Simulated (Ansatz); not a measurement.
# As (Pm-3m, No. 221, 1 atom in the cell; start mp-10; another form than the element's usual one)

All values below come from r²SCAN+rVV10 (Ansatz, an electronic-structure program, PAW).

Run with plane-wave cutoff 560 eV, 20×20×20 k mesh, Fermi–Dirac smearing 0.05 eV, scalar-relativistic PAW data made under PBE.

Cell (relaxed at this level):

```cif
data_As
_chemical_formula_sum 'As1'
_space_group_name_H-M_alt 'Pm-3m'
_space_group_IT_number 221
_space_group_name_Hall '-P 4 2 3'
_cell_length_a 2.69541
_cell_length_b 2.69541
_cell_length_c 2.69541
_cell_angle_alpha 90.000
_cell_angle_beta 90.000
_cell_angle_gamma 90.000
loop_
_atom_site_label
_atom_site_type_symbol
_atom_site_symmetry_multiplicity
_atom_site_Wyckoff_symbol
_atom_site_fract_x
_atom_site_fract_y
_atom_site_fract_z
_atom_site_occupancy
As1 As 1 b 0.50000 0.50000 0.50000 1
```

```json
{
  "band_gap": "zero (no gap)"
}
```

Note: the relaxation could not lower the start's symmetry, so the cell can be a saddle point above a distorted one.

Spin–orbit coupling is not included.

A start named mp-… is a Materials Project structure, which need not be a measured phase.
